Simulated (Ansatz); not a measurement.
Sensitivity of a calculation on LuMoClO4 (P1, 14 atoms in the cell) to its settings

```
LuMoClO4
1.0
    5.93998     0.00000     0.00000
    2.10587     6.15012     0.00000
    1.46040     1.58650     6.59660
Lu Mo Cl O
2 2 2 8
Direct
  0.75051   0.79974   0.12917
  0.24880   0.19489   0.87086
  0.62432   0.64274   0.73840
  0.37676   0.34851   0.28268
  0.00013   0.02527   0.22274
  0.97585   0.98227   0.76705
  0.09345   0.52382   0.19489
  0.91348   0.48335   0.81172
  0.34235   0.24522   0.53133
  0.66881   0.75157   0.46141
  0.57724   0.52445   0.19907
  0.41675   0.47157   0.79794
  0.48002   0.13578   0.13056
  0.53155   0.87081   0.86219
```

Base run A: HSE06, default PAW files made with PBE (Ansatz, a first-principles code), self-consistent single point.

Its settings: basis.ecutwfc = 420 eV; kpoints.mp_grid.grid = 2 2 2; hamiltonian.xc = hse06; hamiltonian.pseudopotentials = {kind: paw} (the program's default PAW files); scf.occupations.method = fixed.

The starting cell comes from a database of computed structures (which also holds hypothetical and non-ambient phases and stackings), without a prior relaxation at this level. Its atoms were displaced at random from the sites of space group no. 2. Spin-orbit coupling is off. In the base run, with a pressure of about -5 GPa the cell is away from its equilibrium volume at this level. In the base run, forces exceed 1 eV/Å. Ansatz's pressure includes its estimate of the finite-basis (Pulay) stress.

ΔF is the free energy per atom less that of run A. A dash stands where there is no value to compare (another energy zero or no entropy term, no result, no spin, no clean gap, or a mesh too coarse for one). Absolute energies have different zeros for different potentials, functionals, Hubbard and dispersion terms and are not compared across them.

Runs D sample the zone with one or two k-points, far too few for so small a cell.

Run A gave: pressure (GPa) -5.34; largest force (eV/Å) 6.949; gap on the mesh (eV) 3.687; k-points 8.

Runs:
- B: hamiltonian.xc: hse06 → pbesol [PBEsol]
- C: hamiltonian.xc: hse06 → pbe0 [PBE0]
- D: kpoints.mp_grid.grid: 2 2 2 → 1 1 1
- E: kpoints.mp_grid.grid: 2 2 2 → 3 2 2; kpoints.mp_grid.shift: default → 0.5 0.5 0.5
- F: scf.convergence.dr2_threshold: default (1e-07 eV) → 1e-08 eV
- G: scf.mixing.algorithm: default (the program chose MSR1) → anderson
- H: scf.self_checks: default → high
- I: scf.mixing.algorithm: default (the program chose MSR1) → anderson; scf.mixing.beta: default → 0.9

What does run C change against A?

The pressure moves little (-5.34 to -5.40 GPa), the largest force moves little (6.949 to 6.956 eV/Å) and the gap on the mesh goes from 3.687 to 4.450 eV.

What does run D change against A?

The free energy rises by 34.5 meV/atom, the pressure goes from -5.34 to -4.63 GPa, the largest force goes from 6.949 to 7.718 eV/Å and the gap on the mesh goes from 3.687 to 3.918 eV.

What does run E change against A?

The free energy drops by 1.1 meV/atom, the pressure moves little (-5.34 to -5.38 GPa), the largest force hardly changes (6.949 to 6.941 eV/Å) and the gap on the mesh goes from 3.687 to 4.095 eV.

```json
[
 {"run": "A", "ΔF (meV/atom)": "0.00", "pressure (GPa)": "-5.34", "largest force (eV/Å)": "6.949", "gap on the mesh (eV)": "3.687", "k-points": "8"},
 {"run": "B", "ΔF (meV/atom)": "–", "pressure (GPa)": "-4.90", "largest force (eV/Å)": "6.993", "gap on the mesh (eV)": "2.489", "k-points": "8"},
 {"run": "C", "ΔF (meV/atom)": "–", "pressure (GPa)": "-5.40", "largest force (eV/Å)": "6.956", "gap on the mesh (eV)": "4.450", "k-points": "8"},
 {"run": "D", "ΔF (meV/atom)": "34.5", "pressure (GPa)": "-4.63", "largest force (eV/Å)": "7.718", "gap on the mesh (eV)": "3.918", "k-points": "1"},
 {"run": "E", "ΔF (meV/atom)": "-1.06", "pressure (GPa)": "-5.38", "largest force (eV/Å)": "6.941", "gap on the mesh (eV)": "4.095", "k-points": "6"},
 {"run": "F", "ΔF (meV/atom)": "0.00", "pressure (GPa)": "-5.34", "largest force (eV/Å)": "6.949", "gap on the mesh (eV)": "3.687", "k-points": "8"},
 {"run": "G", "ΔF (meV/atom)": "0.00", "pressure (GPa)": "-5.34", "largest force (eV/Å)": "6.949", "gap on the mesh (eV)": "3.687", "k-points": "8"},
 {"run": "H", "ΔF (meV/atom)": "0.00", "pressure (GPa)": "-5.34", "largest force (eV/Å)": "6.949", "gap on the mesh (eV)": "3.687", "k-points": "8"},
 {"run": "I", "ΔF (meV/atom)": "0.00", "pressure (GPa)": "-5.34", "largest force (eV/Å)": "6.949", "gap on the mesh (eV)": "3.687", "k-points": "8"}
]
```

Keys are those of Ansatz 0.2.
